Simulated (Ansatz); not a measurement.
WSi2 under a change: tensor shear ε_xy = +0.62 %

The parent structure is WSi₂ (space group I4/mmm, No. 139; a = 3.211 Å, c = 7.805 Å; relaxed with 0.1 eV smearing). Axes: x, y, z lie along a, b, c of the conventional cell.

Modification: tensor shear ε_xy = +0.62 % (engineering shear γ = 0.0124), atoms relaxed at fixed cell.

Method: Ansatz (a program for electronic structure) r2SCAN, no SOC. Settings: 25×25×25 k-points, 0.1 eV Fermi–Dirac smearing.

```tsv
quantity	base	changed	shift
space group	I4/mmm (No. 139)	Fmmm (No. 69)	–
shortest interatomic distance	2.578 Å	2.578 Å	0.000 Å
pressure (mean of the normal stresses, compression positive)	0.0 GPa	0.0 GPa	+0.05 GPa
band gap	zero	zero	–
stress (xx, yy, zz, yz, xz, xy; compression positive)	–	(0.1, 0.1, 0.0, 0.0, 0.0, -2.7) GPa	–
```

Final structure:

```
WSi2
1.0
   -1.59576     1.59576     3.90242
    1.59576    -1.59576     3.90242
    1.61567     1.61567    -3.90242
W Si
1 2
Direct
  0.00000   0.00000   0.00000
  0.33482   0.33482   0.00000
  0.66518   0.66518   0.00000
```

The cells carry an imposed strain or load. Stability against distortions was not tested. All final runs are without spin polarisation.
